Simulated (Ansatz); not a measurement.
CdTe (F-43m), r2SCAN with spin-orbit coupling, rigid bands run with Ansatz (a first-principles code): N_c = 6.79e17 cm⁻³ at 300 K and an electron conductivity mass of 0.0941 mₑ.

Q: For 1e16 electrons per cm³ at 300 K, place the Fermi level, estimate the Seebeck coefficient of a parabolic band with constant τ, and give mobility and conductivity for τ = 5 fs.

A: The level lies k_BT ln(N_c/n) = 0.109 eV below the conduction-band minimum. S ≈ −(k_B/e)[ln(N_c/n) + 5/2] = -579 μV/K, against -574 μV/K from the full bands (mean over directions). μ = eτ/m = 93.5 cm²/(V·s) and σ = neμ = 0.150 S/cm. τ is assumed, not computed.

Band transport and this doping are assumed; polarons and phonon drag are left out.
